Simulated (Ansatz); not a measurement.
ZnSe (model structure, started from the BeO type, P4₂/mnm, No. 136, 8 atoms in the cell) was calculated with LDA (Ansatz, a quantum-chemistry and plane-wave program, plane waves, PAW).

Settings: plane-wave cutoff 520 eV, 6×6×10 k mesh (along the axes of the cell as run), Fermi–Dirac smearing 0.01 eV, scalar-relativistic PAW data made under PBE.

Cell (relaxed at this level):

```cif
data_Se4Zn4
_chemical_formula_sum 'Zn4 Se4'
_space_group_name_H-M_alt 'P 1'
_space_group_IT_number 1
_cell_length_a 6.77528
_cell_length_b 6.77528
_cell_length_c 3.95694
_cell_angle_alpha 90.000
_cell_angle_beta 90.000
_cell_angle_gamma 90.000
loop_
_space_group_symop_operation_xyz
  'x, y, z'
loop_
_atom_site_label
_atom_site_type_symbol
_atom_site_fract_x
_atom_site_fract_y
_atom_site_fract_z
_atom_site_occupancy
Zn1 Zn 0.32602 0.67398 0.00000 1
Zn2 Zn 0.67398 0.32602 0.00000 1
Zn3 Zn 0.82602 0.82602 0.50000 1
Zn4 Zn 0.17398 0.17398 0.50000 1
Se1 Se 0.31348 0.31348 0.00000 1
Se2 Se 0.68652 0.68652 0.00000 1
Se3 Se 0.18652 0.81348 0.50000 1
Se4 Se 0.81348 0.18652 0.50000 1
```

### Question
What does this level give for the band gap?

### Answer

- band gap = 1.39 eV (direct)

Note: the relaxation could raise the start's symmetry but not lower it, so the cell can be a saddle point.

Spin–orbit coupling is not included.

A model structure was made by putting elements into a prototype or built by hand; it is no filed structure, need not be a known phase, and can be a saddle point held by its symmetry.
